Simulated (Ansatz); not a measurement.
# In2Au: biaxial strain +1.23 %, plane normal [001], relaxed out of plane

The reference is In2Au (space group Fm-3m, No. 225; a = 6.540 Å; relaxed with 0.1 eV smearing). Axes: x, y, z lie along the cube axes.

Perturbation: biaxial strain +1.23 %, plane normal [001], relaxed out of plane (Cartesian); in-plane vectors clamped, the third vector and the atoms free.

Computed with Ansatz (an electronic-structure program), PBEsol, PAW, cutoff 420 eV, without spin-orbit coupling. Γ-centred 15×15×15 mesh, Fermi–Dirac width 0.1 eV.

- Volume per atom = 23.54 Å³ (base 23.31 Å³)
- Space group = I4/mmm (No. 139) (base Fm-3m (No. 225))
- Energy relative to the base (free energy F) = +1.8 meV/atom
- Pressure (mean of the normal stresses, compression positive) = -0.7 GPa (base 0.0 GPa)
- Band gap = zero (base zero)
- Out-of-plane strain = -1.43 %
- Ratio −ε⊥/ε∥ = 1.17
- Mean in-plane stress (compression positive) = -1.0 GPa

Final structure (turned so that z lies along the plane normal):

```
In2Au
1.0
    4.68101     0.00000     0.00000
    0.00000     4.68101     0.00000
    2.34051    -2.34051     3.22287
In Au
2 1
Direct
  0.25000   0.25000   0.50000
  0.75000   0.75000   0.50000
  0.00000   0.00000   0.00000
```

Stability against distortions was not tested.
